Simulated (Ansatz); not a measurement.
The reference is ZnO in the wurtzite structure (space group P6_3mc, No. 186; a = 3.280 Å, c = 5.294 Å).

The values are results of plane-wave PAW DFT at the PBE level (Ansatz, an electronic-structure program, 420 eV), no spin-orbit coupling, earlier PAW set, not measurements.

Carriers are added at fixed cell with a uniform background; the Fermi–Dirac width is that of 300 K.

One change was made to it. Results:

The Fermi level relative to the doped band's edge (positive inside the band; to 0.05 eV) is +3.15 eV; the gap between the host's bands falls by 0.25 eV (0.74 eV → 0.49 eV); the gap character stays direct at Γ.

Task: Name the change that was made.
A) electrons 7.0×10^21 cm⁻³
B) holes 1.0×10^21 cm⁻³
C) holes 5.0×10^21 cm⁻³
D) electrons 1.0×10^21 cm⁻³
E) electrons 1.0×10^22 cm⁻³

Result: E, electrons 1.0×10^22 cm⁻³. For comparison, the Fermi level from band edge in the other runs: electrons 1.0×10^21 cm⁻³ gives +1.15 eV; holes 5.0×10^21 cm⁻³ gives +0.25 eV; electrons 7.0×10^21 cm⁻³ gives +2.70 eV; holes 1.0×10^21 cm⁻³ gives +0.10 eV.

Charged cell with a jellium background: band edges are those of the host's band count, energies are not comparable with the neutral cell, and many-body gap narrowing is missing. Stability against distortions was not tested.
